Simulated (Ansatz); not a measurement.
Take ZnSe in the zinc blende structure (space group F-43m, No. 216; a = 5.6333 Å) as the base. Axes: x, y, z lie along the cube axes.

Level of theory: plane-wave PAW DFT at the PBEsol level (Ansatz, a first-principles code, 420 eV), no spin-orbit coupling.

For the base:

| Property | Value |
|---|---|
| Band gap | 1.24 eV |
| Valence-band top at Γ | 0.00, 0.00, 0.00 eV |

It is then changed as follows: a pure shear with ε_xy = ε_yx = 0.0114; the atoms relax in the strained cell.

Question: What does the calculation give for the band gap, energy relative to the base and valence-band top at Γ after the change?

Answer: The band gap decreases by 0.075 eV, from 1.24 eV to 1.16 eV; the energy goes up by 1.4 meV/atom; the valence-band top at Γ (three highest levels, from the VBM) goes from 0.00, 0.00, 0.00 eV to 0.00, -0.07, -0.14 eV.

Whether these cells are dynamically stable was not tested.
